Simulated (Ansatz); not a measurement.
Hypothetical P6_422 SiC: response to strain

Start from SiC (space group P6_422, No. 181; a hypothetical phase, not in the database extracts checked).

```yaml
crystal:
  lattice:
    - [3.06571, 0.00000, 0.00000]
    - [-1.53286, 2.65499, 0.00000]
    - [0.00000, 0.00000, 7.03102]
  atoms:
    - { symbol: Si, position: [0.00000, 0.50000, 0.33333] }
    - { symbol: Si, position: [0.50000, 0.50000, 0.66667] }
    - { symbol: Si, position: [0.50000, 0.00000, 0.00000] }
    - { symbol: C, position: [0.00000, 0.50000, 0.83333] }
    - { symbol: C, position: [0.50000, 0.50000, 0.16667] }
    - { symbol: C, position: [0.50000, 0.00000, 0.50000] }
```

Cartesian axes are those of the cell as printed.

Strains are applied to the cell and any free atomic positions relax; under biaxial strain the out-of-plane vector relaxes too.

Computed with PBEsol (Ansatz, a quantum-chemistry and plane-wave program, PAW, no SOC).

| variant | shortest interatomic distance | gap character | band gap |
|---|---|---|---|
| base | 1.929 Å | indirect, Γ → M | 0.77 eV |
| biaxial strain −2.31 %, plane normal [001], relaxed out of plane | 1.907 Å | indirect, Γ → M | [?] |
| biaxial strain +3.65 %, plane normal [001], relaxed out of plane | 1.965 Å | indirect, Γ → M | 0.89 eV |
| uniaxial strain ε_xx = +2.22 % | [?] | indirect, Γ → Y | 0.82 eV |
| uniaxial strain ε_xx = +2.84 % | 1.938 Å | indirect, Γ → Y | 0.83 eV |

Question: Complete the table.

Answer: 
- biaxial strain −2.31 %, plane normal [001], relaxed out of plane, band gap: 0.38 eV
- uniaxial strain ε_xx = +2.22 %, shortest interatomic distance: 1.937 Å

Whether these cells are dynamically stable was not tested. The base started in P3_121 and relaxed to P6_422 at this level. k-point labels follow each cell's own Brillouin zone.
